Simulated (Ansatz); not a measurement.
**Cu: response to strain**

Start from Cu in the fcc (Cu type) structure (space group Fm-3m, No. 225; a = 3.564 Å). Axes: x, y, z lie along the cube axes.

Strains are applied to the cell and any free atomic positions relax; under biaxial strain the out-of-plane vector relaxes too.

The values are results of PBEsol, PAW, 420 eV (Ansatz, a first-principles code; without spin-orbit coupling), not measurements.

Candidates:
(a) uniaxial strain ε_zz = −0.54 %
(b) biaxial strain −0.98 %, plane normal [111], relaxed out of plane
(c) biaxial strain −3.29 %, plane normal [111], relaxed out of plane
(d) isotropic strain −0.74 %

Notes on the quantities. energy relative to the base: free energy F.

Question: Order them by energy relative to the base, lowest first.

Answer: (a) uniaxial strain ε_zz = −0.54 % (+0.2 meV/atom), (b) biaxial strain −0.98 %, plane normal [111], relaxed out of plane (+2.4 meV/atom), (d) isotropic strain −0.74 % (+3.0 meV/atom), (c) biaxial strain −3.29 %, plane normal [111], relaxed out of plane (+29 meV/atom)

Without a gap, meshes like the base's 22×22×22 leave anisotropic stresses uncertain by several tenths of a GPa, and small strain energies with them. Whether these cells are dynamically stable was not tested. All final runs are without spin polarisation.
